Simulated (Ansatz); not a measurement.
Base system: MgTe in the wurtzite structure (space group P6_3mc, No. 186; a = 4.561 Å, c = 7.412 Å). Axes: x lies along a and z along c of the hexagonal cell.

All numbers come from PBEsol/PAW in Ansatz (an electronic-structure program), scalar-relativistic without spin-orbit coupling.

Before the change:

| Quantity | Value |
|---|---|
| Band gap | 2.39 eV |
| Shortest interatomic distance | 2.787 Å |

It is then changed as follows: the cell is stretched by 1.80 % along z with no lateral relaxation; the atoms relax in the strained cell.

Problem. How does this affect the band gap?

Solution. The band gap falls by 0.11 eV, from 2.39 eV to 2.28 eV.

Problem. What happens to the energy relative to the base?

Solution. The energy rises by 1.9 meV/atom.

Problem. What does the calculation give for the shortest interatomic distance after the change?

Solution. The shortest interatomic distance rises by 0.0142 Å, from 2.787 Å to 2.802 Å.

Problem. What happens to the largest internal atomic displacement?

Solution. The largest internal atomic displacement is 0.013 Å.

Spin-orbit coupling, missing from the scalar runs, can matter with Te. Stability against distortions was not tested.
